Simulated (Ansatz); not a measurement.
**Pressure series in NbSi2**

Consider NbSi₂ (space group P6_422, No. 181; a = 4.794 Å, c = 6.586 Å).

Cell and atoms are relaxed at each pressure.

Calculations: r2SCAN (Ansatz, a first-principles code; PAW; 500 eV plane waves; scalar-relativistic without spin-orbit coupling), earlier PAW set.

Candidates:
(a) pressure 50 GPa
(b) pressure 3 GPa
(c) pressure 15 GPa
(d) pressure 100 GPa

Before the change:

The c/a ratio comes out as 1.374.

**Question.** Order them by c/a ratio, highest first.

**Answer.** (d) pressure 100 GPa (1.404), (a) pressure 50 GPa (1.395), (c) pressure 15 GPa (1.383), (b) pressure 3 GPa (1.376)

Load acts through the strain it causes; cell and atoms are relaxed under it. Stability against distortions was not tested. Competing high-pressure phases were not computed. All final runs are without spin polarisation. An odd electron count without spin: NbSi2.
